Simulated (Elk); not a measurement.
Elk run on ScCu3 (I4/mmm, 4 atoms in the cell): self-consistent single point.

Method of the run: Elk with PBEsol, all-electron FP-LAPW, Elk's shipped species files, APW+lo basis with extra local orbitals.

The change in words: lattice scaled by 0.98. Reference geometry:
```yaml
crystal:
  lattice:
    - [-1.90439, 1.90439, 3.61919]
    - [1.90439, -1.90439, 3.61919]
    - [1.90439, 1.90439, -3.61919]
  atoms:
    - { symbol: Sc, position: [0.00000, 0.00000, 0.00000] }
    - { symbol: Cu, position: [0.75000, 0.25000, 0.50000] }
    - { symbol: Cu, position: [0.25000, 0.75000, 0.50000] }
    - { symbol: Cu, position: [0.50000, 0.50000, 0.00000] }
```

Reference input (self-consistent single point, DFT, PBEsol, all-electron FP-LAPW, Elk's shipped species files, APW+lo basis with extra local orbitals): xctype = 22; rgkmax = 8; swidth = 0.00499791 Ha; ngridk = 10 10 10; gmaxvr = 14 1/bohr; nxlo = 2; lorbcnd = true; rmtscf = 0.97; lmaxi = 3; maxscl = 100. This run's input differs from it in these lines:

```diff
@@ -31,8 +31,8 @@
 scale
-  8.525144976
+  8.354641459
 
 avec
-   -0.4221372439    0.4221372439    0.8022470285
-    0.4221372439   -0.4221372439    0.8022470285
-    0.4221372439    0.4221372439   -0.8022470285
+   -0.4221372434    0.4221372434    0.8022470289
+    0.4221372434   -0.4221372434    0.8022470289
+    0.4221372434    0.4221372434   -0.8022470289
```

The program printed (abridged):

```
│ Self-consistent loop started │
│ Loop number : 1 │
 total energy                :     -5658.83955585
│ Loop number : 2 │
 total energy                :     -5665.15416725
RMS change in Kohn-Sham potential (target) :   0.7584263376     (  0.1000000000E-05)
Absolute change in total energy (target)   :    6.314611405     (  0.1000000000E-03)
│ Loop number : 3 │
 total energy                :     -5682.71875864
RMS change in Kohn-Sham potential (target) :   0.5734292379     (  0.1000000000E-05)
Absolute change in total energy (target)   :    19.14324424     (  0.1000000000E-03)
│ Loop number : 4 │
   [... lines left out ...]
Absolute change in total energy (target)   :   0.1249232351E-02 (  0.1000000000E-03)
│ Loop number : 15 │
 total energy                :     -5724.56256354
RMS change in Kohn-Sham potential (target) :   0.3112695827E-05 (  0.1000000000E-05)
Absolute change in total energy (target)   :   0.5233471165E-03 (  0.1000000000E-03)
│ Loop number : 16 │
 total energy                :     -5724.56268161
RMS change in Kohn-Sham potential (target) :   0.5162129550E-06 (  0.1000000000E-05)
Absolute change in total energy (target)   :   0.1277559841E-04 (  0.1000000000E-03)
Convergence targets achieved

│ Loop number : 17 │

Energies :
 Fermi                       :     0.319889609269
 total energy                :     -5724.56265448

Density of states at Fermi energy :    45.85722909
 (states/Hartree/unit cell)

Estimated indirect band gap :   0.8478674969E-05
 from k-point      4 to k-point     51
Estimated direct band gap   :   0.6339119360E-02
 at k-point     27

Charges :
 core                        :    46.00000000
 valence                     :    62.00000000
 interstitial                :    4.017792146
 muffin-tins (core leakage)
  species :    1 (Sc)
   atom    1                 :    19.25801259     (  0.7267644264E-08)
  species :    2 (Cu)
   atom    1                 :    28.24846316     (  0.2424695061E-03)
   atom    2                 :    28.24846316     (  0.2424695061E-03)
   atom    3                 :    28.22726894     (  0.2407152802E-03)
 total in muffin-tins        :    103.9822079
 total calculated charge     :    107.9864329
 total charge                :    108.0000000
 error                       :   0.1356708225E-01

│ Self-consistent loop stopped │
```

The run converged in 17 iterations. The count includes the last loop, which Elk runs after its targets are met. Against the reference run the free energy rises by 48.5 meV/atom.

The starting cell comes from a database of computed structures (which also holds hypothetical and non-ambient phases and stackings), without a prior relaxation at this level. Its lattice was rescaled by a random factor within 2.5 % of one. For this run, on top of that: lattice scaled by 0.98. Spin polarisation is off. Values depend on the basis (sphere radii, cutoffs, local orbitals), which need not be converged. The log's line on a gap gives a spacing of levels on this mesh, which the program prints for metals too.

Cost on one core of a shared machine: roughly 2 min.
